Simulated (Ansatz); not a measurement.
**What 1 layer does to hypothetical fluorite YbSi2**

Consider YbSi₂ in the fluorite structure (space group Fm-3m, No. 225; a = 6.4315 Å; a hypothetical phase, not in the database extracts checked). Axes: x, y, z lie along the cube axes.

Modification: a free-standing slab of 1 layer (3 atoms, 3 a layer) is cut normal to [111], with 15 Å of vacuum and the in-plane cell held at bulk.

Computed with r2SCAN/PAW in Ansatz (a first-principles code), without spin-orbit coupling. Γ-centred 12×12×1 mesh, Fermi–Dirac width 0.05 eV, for the changed cell.

```tsv
quantity	base	changed	shift
layer's space group (with vacuum)	–	P-3m1 (No. 164)	–
shortest interatomic distance	2.785 Å	2.715 Å	-0.0694 Å
band gap	zero	zero	–
thickness between the outermost nuclei	–	1.39 Å	–
```

Final structure:

```
CELL_PARAMETERS angstrom
      4.54774     0.00000     0.00000
      2.27387     3.93846     0.00000
      0.00000     0.00000    16.85661
ATOMIC_POSITIONS crystal
  Si 0.66667 0.16667 0.45890
  Yb 0.33333 0.83333 0.50000
  Si 0.00000 0.50000 0.54110
```

The state of the 4f shell was not checked for lower solutions. Whether these cells are dynamically stable was not tested. Starting moments died away, wholly or in part, for the base; another magnetic solution may exist. The final runs are not spin-polarised. A zero or small gap of YbSi2 can be the functional's error rather than a property of the material.
